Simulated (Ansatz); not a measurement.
**fluorite-type NiSi2 (0 0 1) on Si0.75Ge0.25, ordered (0 0 1), half a monolayer of S at both interfaces (film strained to the substrate, faces as cut)**

A periodic stack without vacuum, fluorite-type NiSi2 (0 0 1) on Si0.75Ge0.25, ordered (0 0 1), half a monolayer of S at both interfaces (film strained to the substrate, faces as cut): substrate slab Ge6Si16, film Ni8Si16S2, surface cells [[0, -1], [1, 0]] and [[0, -1], [2, 1]], film strained by +1.6 and +1.6 %, faces GeSi/GeSi and Si/Ni as cut (like faces can put a slab off its formula).

The start was prepared with a machine-learned potential, and the result is one local minimum, with the in-plane cell held and forces under 0.04 eV/Å; the film can end far from its bulk form.

Level of theory: PBE (plane waves to 420 eV, PAW; Ansatz, an electronic-structure program). Spin–orbit coupling is left out; the runs are not spin-polarised; PBE gaps are too small against experiment. Its k-point mesh 5×5×1, Fermi–Dirac width 0.05 eV.

- interface area = 30.6 Å²
- period = 28.18 Å
- gaps between the outermost planes at the two interfaces = 0.76 and 0.48 Å
- S–Si contacts across the interfaces within 1.22 times the sum of covalent radii = 2, mean 2.18 Å
- Ge–S contacts across the interfaces within 1.22 times the sum of covalent radii = 1, mean 2.36 Å
- Ge–Ni contacts across the interfaces within 1.22 times the sum of covalent radii = 1, mean 2.35 Å
- Ni–Si contacts across the interfaces within 1.22 times the sum of covalent radii = 1, mean 2.43 Å
- estimate of the barrier = withheld, since the two interfaces are unlike

```yaml
crystal:
  lattice:
    - [5.53235, 0.00318, -0.05517]
    - [0.00005, 5.53212, 0.22719]
    - [1.60049, -1.01630, 28.14684]
  atoms:
    - { symbol: Ge, position: [0.99528, 0.10712, 0.09959] }
    - { symbol: Si, position: [0.48597, 0.61439, 0.10317] }
    - { symbol: Ge, position: [0.56108, 0.12976, 0.00039] }
    - { symbol: Si, position: [0.02722, 0.60808, 0.00368] }
    - { symbol: Si, position: [0.27457, 0.36282, 0.05178] }
    - { symbol: Si, position: [0.74960, 0.84125, 0.05220] }
    - { symbol: Ge, position: [0.95095, 0.10148, 0.29859] }
    - { symbol: Si, position: [0.43931, 0.61140, 0.29678] }
    - { symbol: Si, position: [0.73351, 0.36493, 0.14926] }
    - { symbol: Si, position: [0.22735, 0.85783, 0.15167] }
    - { symbol: Ge, position: [0.47322, 0.11206, 0.19952] }
    - { symbol: Si, position: [0.96599, 0.60687, 0.19954] }
    - { symbol: Si, position: [0.20634, 0.36262, 0.24842] }
    - { symbol: Si, position: [0.70795, 0.85211, 0.24878] }
    - { symbol: Ge, position: [0.00787, 0.00193, 0.49823] }
    - { symbol: Si, position: [0.32882, 0.68183, 0.48242] }
    - { symbol: Si, position: [0.67999, 0.36511, 0.34353] }
    - { symbol: Si, position: [0.18852, 0.84488, 0.34981] }
    - { symbol: Ge, position: [0.43651, 0.11584, 0.39621] }
    - { symbol: Si, position: [0.90837, 0.59303, 0.39525] }
    - { symbol: Si, position: [0.14901, 0.35005, 0.44438] }
    - { symbol: Si, position: [0.67766, 0.85722, 0.44602] }
    - { symbol: Ni, position: [0.69879, 0.23921, 0.73783] }
    - { symbol: Ni, position: [0.19632, 0.73364, 0.73835] }
    - { symbol: Ni, position: [0.22622, 0.23470, 0.64538] }
    - { symbol: Ni, position: [0.72443, 0.73688, 0.64433] }
    - { symbol: Ni, position: [0.66213, 0.24077, 0.92129] }
    - { symbol: Ni, position: [0.14164, 0.72135, 0.92223] }
    - { symbol: Ni, position: [0.18035, 0.22902, 0.83038] }
    - { symbol: Ni, position: [0.67599, 0.73654, 0.82886] }
    - { symbol: Si, position: [0.96457, 0.48524, 0.69012] }
    - { symbol: Si, position: [0.46282, 0.98119, 0.69078] }
    - { symbol: Si, position: [0.45855, 0.49019, 0.69197] }
    - { symbol: Si, position: [0.95947, 0.98822, 0.69068] }
    - { symbol: Si, position: [0.57250, 0.40879, 0.59904] }
    - { symbol: Si, position: [0.05394, 0.92534, 0.58792] }
    - { symbol: Si, position: [0.00563, 0.48337, 0.59793] }
    - { symbol: Si, position: [0.49171, 0.97710, 0.59836] }
    - { symbol: Si, position: [0.91466, 0.48234, 0.87718] }
    - { symbol: Si, position: [0.41782, 0.98003, 0.88000] }
    - { symbol: Si, position: [0.41567, 0.48294, 0.88038] }
    - { symbol: Si, position: [0.90825, 0.98271, 0.87926] }
    - { symbol: Si, position: [0.43672, 0.48441, 0.78551] }
    - { symbol: Si, position: [0.93789, 0.98684, 0.78454] }
    - { symbol: Si, position: [0.93842, 0.48277, 0.78488] }
    - { symbol: Si, position: [0.43778, 0.98481, 0.78406] }
    - { symbol: S, position: [0.49580, 0.40398, 0.52527] }
    - { symbol: S, position: [0.18379, 0.95801, 0.98341] }
```
